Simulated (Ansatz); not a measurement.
Sb₂O₃ (Fd-3m, No. 227) was calculated with r²SCAN (PAW; Ansatz, a program for electronic structure).

Numerical settings: plane-wave cutoff 600 eV, 6×6×6 k mesh, scalar-relativistic PAW data made under PBE.

Computed at the level's own relaxed cell.

### Question
Predict the Voigt–Reuss–Hill bulk modulus, Voigt–Reuss–Hill shear modulus (Hill average), Young modulus and Poisson ratio.

### Answer

- Voigt–Reuss–Hill bulk modulus: 17.1 GPa
- Voigt–Reuss–Hill shear modulus (Hill average): 14.1 GPa
- Young modulus: 33.1 GPa
- Poisson ratio: 0.177

Note: the relaxation could not lower the start's symmetry, so the cell can be a saddle point above a distorted one; the volume lies 5 % above that of the published cell.

Elastic constants are with the ions relaxed.

Spin–orbit coupling is not included.

Computed values are for the static lattice.

Computing time: around 4 core-hours (rough).
